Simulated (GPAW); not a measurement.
## Input and output of a self-consistent single point for CaMg6Sn (Amm2, 8 atoms in the cell) (GPAW)

Method of the run: PBEsol, GPAW PAW datasets PBEsol (made by gpaw-setup) (plane waves; GPAW).

Input:

```python
from ase import Atoms
from ase.units import GPa
from gpaw import GPAW, PW, FermiDirac

atoms = Atoms(['Ca', 'Mg', 'Mg', 'Mg', 'Mg', 'Mg', 'Mg', 'Sn'],
              cell=[[5.207360, 0.000000, 0.000000],
                    [0.000000, 3.203240, 5.920790],
                    [0.000000, -3.203240, 5.920790]],
              positions=[[2.603680, 0.000000, 2.006556],
                         [2.603680, 1.595534, 4.942557],
                         [2.603680, -1.595534, 4.942557],
                         [0.000000, 1.584963, 6.854499],
                         [0.000000, -1.584963, 6.854499],
                         [0.000000, -0.000000, 3.995231],
                         [0.000000, 0.000000, 9.892219],
                         [2.603680, -0.000000, 7.878085]],
              pbc=True)

calc = GPAW(mode=PW(800),
            xc='PBEsol',
            kpts={'size': (4, 3, 3), 'gamma': True},
            occupations=FermiDirac(0.1),
            nbands=-14,
            convergence={'density': 1e-05, 'energy': 1e-05},
            symmetry={'symmorphic': False, 'tolerance': 0.0005},
            maxiter=120,
            txt='-')

atoms.calc = calc

energy = atoms.get_potential_energy()
print('Energy (eV):', round(energy, 6))
forces = atoms.get_forces()
print('Forces (eV/Ang):')
print(forces.round(5))
stress = atoms.get_stress()
print('Stress (GPa, Voigt):', (stress / GPa).round(4))
```

Output (repeated stretches shortened):

```
Input parameters:
  convergence: {density: 1e-05,
                energy: 1e-05}
  kpts: {gamma: True,
         size: (4, 3, 3)}
  maxiter: 120
  mode: {ecut: 800.0,
         name: pw}
  nbands: -14
  occupations: {fixmagmom: False,
                name: fermi-dirac,
                width: 0.1}
  symmetry: {symmorphic: False,
             tolerance: 0.0005}
  xc: PBEsol

species:
  Ca:
    name: Calcium
    Z: 20.0
    valence: 10
    core: 10
    charge: 0.0
    file: Ca.PBEsol.gz

    # Using partial waves for Ca as LCAO basis

  Mg:
    name: Magnesium
    Z: 12.0
    valence: 10
    core: 2
    charge: 0.0
    file: Mg.PBEsol.gz

    # Using partial waves for Mg as LCAO basis

  Sn:
    name: Tin
    Z: 50.0
    valence: 14
    core: 36
    charge: 0.0
    file: Sn.PBEsol.gz

    # Using partial waves for Sn as LCAO basis

Reference energy: -219049.567913  # eV

Spin-paired calculation

Convergence criteria:
 Maximum [total energy] change in last 3 cyles: 1e-05 eV / valence electron
 Maximum integral of absolute [dens]ity change: 1e-05 electrons / valence electron
 Maximum integral of absolute [eigenst]ate change: 4e-08 eV^2 / valence electron
 Maximum number of scf [iter]ations: 120

Symmetries present (total): 4
Symmetries with fractional translations: 0
36 k-points: 4 x 3 x 3 Monkhorst-Pack grid + [1/8,0.000000,0.000000]
12 k-points in the irreducible part of the Brillouin zone
       k-points in crystal coordinates                weights
   0:     0.00000000    0.00000000    0.00000000          1/36
   1:     0.00000000    0.33333333   -0.33333333          2/36
   2:     0.00000000    0.33333333    0.00000000          4/36
   [... 7 lines left out ...]
          ...
  11:     0.50000000    0.33333333    0.33333333          2/36

Wave functions: Plane wave expansion
  Cutoff energy: 800.000 eV
  Number of coefficients (min, max): 10083, 10176
  Pulay-stress correction: 0.000000 eV/Ang^3 (de/decut=0.000000)

Occupation numbers: Fermi-Dirac:
  width: 0.1000  # eV

Eigensolver

Densities:
  Coarse grid: 35*45*45 grid
  Fine grid: 70*90*90 grid
  Total Charge: 0.000000

Density mixing:
  Method: separate
  Backend: pulay
  Linear mixing parameter: 0.05
  old densities: 5
  Damping of long wavelength oscillations: 50

Hamiltonian:
  XC and Coulomb potentials evaluated on a 70*90*90 grid
  External potential:
    NoExternalPotential

XC parameters: PBEsol with 2 nearest neighbor stencil

Number of atoms: 8
Number of atomic orbitals: 62
Number of bands in calculation: 56
Number of valence electrons: 84
Bands to converge: occupied

Density initialized from atomic densities
  56 bands from LCAO basis set

Atomic positions and initial magnetic moments

Positions:
   0 Ca     2.603680    0.000000    2.006556    ( 0.0000,  0.0000,  0.0000)
   1 Mg     2.603680    1.595534    4.942557    ( 0.0000,  0.0000,  0.0000)
   2 Mg     2.603680   -1.595534    4.942557    ( 0.0000,  0.0000,  0.0000)
   3 Mg     0.000000    1.584963    6.854499    ( 0.0000,  0.0000,  0.0000)
   4 Mg     0.000000   -1.584963    6.854499    ( 0.0000,  0.0000,  0.0000)
   5 Mg     0.000000   -0.000000    3.995231    ( 0.0000,  0.0000,  0.0000)
   6 Mg     0.000000    0.000000    9.892219    ( 0.0000,  0.0000,  0.0000)
   7 Sn     2.603680   -0.000000    7.878085    ( 0.0000,  0.0000,  0.0000)

Unit cell:
           periodic     x           y           z      points  spacing
  1. axis:    yes    5.207360    0.000000    0.000000    35     0.1488
  2. axis:    yes    0.000000    3.203240    5.920790    45     0.1252
  3. axis:    yes    0.000000   -3.203240    5.920790    45     0.1252

  Lengths:   5.207360   6.731753   6.731753
  Angles:   56.828163  90.000000  90.000000

Effective grid spacing dv^(1/3) = 0.1407

     iter     time        total  log10-change:
                         energy   eigst   dens
iter:   1 --:--:--   -18.262396
iter:   2 --:--:--   -18.721748   -0.28  -1.52
iter:   3 --:--:--   -18.766194   -0.91  -1.55
iter:   4 --:--:--   -18.616925   -1.67  -1.59
iter:   5 --:--:--   -18.674724   -2.19  -1.85
iter:   6 --:--:--   -18.621532   -2.24  -1.92
iter:   7 --:--:--   -18.607966   -3.43  -2.40
iter:   8 --:--:--   -18.601552   -3.98  -2.64
iter:   9 --:--:--   -18.600545   -4.89  -3.02
iter:  10 --:--:--   -18.599495   -4.93  -3.17
iter:  11 --:--:--   -18.599503   -5.96  -3.44
iter:  12 --:--:--   -18.599482c  -6.65  -3.48
iter:  13 --:--:--   -18.599398c  -5.91  -3.51
iter:  14 --:--:--   -18.599400c  -6.79  -3.96
iter:  15 --:--:--   -18.599385c  -7.40c -4.05
iter:  16 --:--:--   -18.599353c  -7.10  -4.13
iter:  17 --:--:--   -18.599366c  -7.46c -4.21
iter:  18 --:--:--   -18.599369c  -8.50c -4.30
iter:  19 --:--:--   -18.599381c  -7.13  -4.33
iter:  20 --:--:--   -18.599383c  -8.20c -4.60
iter:  21 --:--:--   -18.599384c  -7.64c -4.64
iter:  22 --:--:--   -18.599383c  -8.92c -5.34c

Converged after 22 iterations.

Dipole moment: (0.000000, -0.000000, -1.694054) |e|*Ang

Energy contributions relative to reference atoms: (reference = -219049.567913)

Kinetic:         -8.985922
Potential:      +18.985146
External:        +0.000000
XC:             -27.719781
Entropy (-ST):   -0.100537
Local:           -0.828558
SIC:             +0.000000
--------------------------
Free energy:    -18.649651
Extrapolated:   -18.599383

Showing only first 2 kpts
 Kpt  Band  Eigenvalues  Occupancy
  0    40      2.31235    2.00000
  0    41      3.43671    1.99733
  0    42      5.21581    0.00003
  0    43      5.60355    0.00000

  1    40      3.75946    1.93474
  1    41      3.92990    1.68714
  1    42      4.44554    0.06028
  1    43      4.57522    0.01685

Fermi level: 4.09840

No gap
No difference between direct/indirect transitions
Energy (eV): -18.599383

Forces in eV/Ang:
  0 Ca    0.00000    0.00000    0.05680
  1 Mg    0.00000   -0.00319    0.04882
  2 Mg    0.00000    0.00319    0.04882
  3 Mg    0.00000   -0.11682    0.00709
  4 Mg    0.00000    0.11682    0.00709
  5 Mg    0.00000    0.00000    0.03939
  6 Mg    0.00000    0.00000   -0.15698
  7 Sn    0.00000    0.00000   -0.05101

Stress tensor:
     0.005836     0.000000     0.000000
     0.000000     0.007010     0.000000
     0.000000     0.000000     0.005654
Stress (GPa, Voigt): [0.935  1.1232 0.9058 0.     0.     0.    ]
```

The run converged in 22 iterations. GPAW prints stress with tension positive.

The starting cell comes from a database of computed structures (which also holds hypothetical and non-ambient phases and stackings), without a prior relaxation at this level.

Cost on one core of a shared machine: roughly 2 min.
